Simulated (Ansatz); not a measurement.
Base system: Mg in the hcp (Mg type) structure (space group P6_3/mmc, No. 194; a = 3.175 Å, c = 5.163 Å; relaxed with 0.1 eV smearing). Axes: x lies along a and z along c of the hexagonal cell.

Calculations: PBEsol, PAW, 420 eV (Ansatz, a program for electronic structure; spin-orbit coupling left out).

Perturbation: uniaxial stress, 5 GPa compression along z, with the cell and atoms free to relax against it.

Q: What does the calculation give for the energy relative to the base and strain response after the change?

A: The energy increases by 24 meV/atom; the strain response (xx, yy, zz) comes out as (+2.02, +2.02, −7.10) %.

Stability under load was not tested beyond the relaxation.
